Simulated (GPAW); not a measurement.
A relaxation of cell and atoms of HfSiO4 (I4_1/amd, 12 atoms in the cell) with GPAW.

Computed with PBE, GPAW PAW datasets PBE (gpaw-data 1.0.1) (plane waves; GPAW 25.7.0).

```
HfSiO4
1.0
   -3.24197     3.24197     2.95063
    3.24197    -3.24197     2.95063
    3.24197     3.24197    -2.95063
Hf Si O
2 2 8
Direct
  0.00000   0.00000   0.00000
  0.75000   0.25000   0.50000
  0.25000   0.75000   0.50000
  0.50000   0.50000   0.00000
  0.13409   0.31920   0.81489
  0.06920   0.75431   0.68511
  0.50431   0.31920   0.18511
  0.06920   0.38409   0.31489
  0.61591   0.93080   0.68511
  0.68080   0.86591   0.18511
  0.24569   0.93080   0.31489
  0.68080   0.49569   0.81489
```

Reference input (self-consistent single point, DFT PBE, plane waves, GPAW PAW datasets PBE (gpaw-data 1.0.1)): mode = pw; ecut = 950 eV; xc = PBE; kpts = 3 3 3; mesh shift (steps) = 0 0 0; occupations.name = fixed-uniform; nbands = -6; convergence.bands = -4; symmetry.symmorphic = false; symmetry.tolerance = 0.0005; maxiter = 120. This run's input differs from it in these lines:

```diff
@@ -1,4 +1,6 @@
 from ase import Atoms
+from ase.filters import FrechetCellFilter
+from ase.optimize import LBFGS
 from ase.units import GPa
-from gpaw import GPAW, PW
+from gpaw import GPAW, PW, FermiDirac
 
@@ -22,8 +24,8 @@
 
-calc = GPAW(mode=PW(950),
+calc = GPAW(mode=PW(570),
             xc='PBE',
             kpts=(3, 3, 3),
-            occupations={'name': 'fixed-uniform'},
+            occupations=FermiDirac(0.0),
             nbands=-6,
-            convergence={'bands': -4},
+            convergence={'density': 1e-05, 'bands': -4},
             symmetry={'symmorphic': False, 'tolerance': 0.0005},
@@ -32,2 +34,10 @@
 atoms.calc = calc
+
+target = FrechetCellFilter(atoms)
+
+opt = LBFGS(target, logfile='-')
+converged = opt.run(fmax=0.02, steps=40)
+print('Relaxation converged:', converged)
+print('Cell:', atoms.cell.cellpar().round(4))
+print(atoms.get_scaled_positions().round(5))
```

The program printed (abridged):

```
     iter     time        total  log10-change:
                         energy   eigst   dens
iter:   1 --:--:--  -115.607325   +0.41
iter:   2 --:--:--  -112.413787   -0.63  -0.82
iter:   3 --:--:--  -102.627188   +0.18  -0.87
iter:   4 --:--:--  -102.921311   -0.54  -1.26
iter:   5 --:--:--  -104.637945   -0.87  -1.33
iter:   6 --:--:--  -103.148428   -0.58  -1.29
iter:   7 --:--:--  -103.214860   -1.30  -2.37
iter:   8 --:--:--  -103.327554   -1.54  -2.17
iter:   9 --:--:--  -103.156593   -1.94  -1.92
iter:  10 --:--:--  -103.151683   -2.45  -2.33
iter:  11 --:--:--  -103.153822c  -3.39  -2.49
   [... lines left out ...]
iter:  27 --:--:--  -103.149376c  -5.10  -3.76
iter:  28 --:--:--  -103.149371c  -6.62  -4.22
iter:  29 --:--:--  -103.149370c  -6.53  -4.48
iter:  30 --:--:--  -103.149370c  -7.64c -4.58
iter:  31 --:--:--  -103.149374c  -5.99  -4.63
iter:  32 --:--:--  -103.149370c  -6.44  -4.19
iter:  33 --:--:--  -103.149370c  -7.10  -4.71
iter:  34 --:--:--  -103.149369c  -7.87c -4.79
iter:  35 --:--:--  -103.149370c  -7.53c -4.84
iter:  36 --:--:--  -103.149370c  -6.89  -4.88
iter:  37 --:--:--  -103.149369c  -8.29c -4.83
iter:  38 --:--:--  -103.149369c  -7.89c -4.98
iter:  39 --:--:--  -103.149369c  -8.57c -5.05c
Converged after 39 iterations.

Dipole moment: (14.579274, -14.579274, -0.000006) |e|*Ang

Energy contributions relative to reference atoms: (reference = -851871.737460)

Kinetic:       +143.254245
Potential:     -138.462730
External:        +0.000000
XC:            -108.550723
Entropy (-ST):   +0.000000
Local:           +0.609839
SIC:             +0.000000
--------------------------
Free energy:   -103.149369
Extrapolated:  -103.149369

Showing only first 2 kpts
 Kpt  Band  Eigenvalues  Occupancy
  0    38      5.44407    2.00000
  0    39      5.99593    2.00000
  0    40     12.02807    0.00000
  0    41     12.30817    0.00000

  1    38      5.35379    2.00000
  1    39      5.57691    2.00000
  1    40     11.69744    0.00000
  1    41     11.71966    0.00000

Fermi level: 8.84669

Gap: 5.702 eV
Transition (v -> c):
   [... lines left out ...]
Direct gap: 6.032 eV
Atomic positions and initial magnetic moments
Free energy:   -103.222255
Fermi level: 8.84144
Gap: 5.740 eV
Direct gap: 6.072 eV
Atomic positions and initial magnetic moments
Free energy:   -103.271878
Fermi level: 8.80199
Gap: 5.739 eV
   [... lines left out ...]
[[0.      0.      0.     ]
 [0.75    0.25    0.5    ]
 [0.25    0.75    0.5    ]
 [0.5     0.5     0.     ]
 [0.13245 0.31803 0.81442]
 [0.06803 0.7536  0.68558]
 [0.5036  0.31803 0.18558]
 [0.06803 0.38245 0.31442]
 [0.61755 0.93197 0.68558]
 [0.68197 0.86755 0.18558]
 [0.2464  0.93197 0.31442]
 [0.68197 0.4964  0.81442]]
Energy (eV): -103.590427
Stress (GPa, Voigt): [-0.1934 -0.1934  0.1165 -0.      0.      0.    ]
```

The run converged. GPAW prints stress with tension positive. 

Summary of the result:
```
Property                                                                                            Result
-------------------------------------------------------  -------------------------------------------------
Free energy E − TS (from the program's reference atoms)                                       -103.5904 eV
Top of the valence band (on the code's own zero)                                                   5.60 eV
Gap on the k-point mesh                                                                            5.56 eV
Largest force (vector length)                                                                   0.013 eV/Å
Final cell                                               a = b = c = 5.519 Å, α = β = 107.06°, γ = 114.40°
Final volume per atom                                                                             10.73 Å³
Relaxation steps                                                                                         9
```

At such cutoffs GPAW's stress carries a finite-basis (Pulay) error, which enters relaxed cells too; its log prints stress with tension positive.

The starting cell comes from a database of computed structures (which also holds hypothetical and non-ambient phases and stackings), without a prior relaxation at this level. Its lattice was rescaled by a random factor within 2.5 % of one. Spin-orbit coupling is off. The relaxation keeps the symmetry of its start, so its end need not be a minimum.

Cost on one core of a shared machine: roughly 5 min.
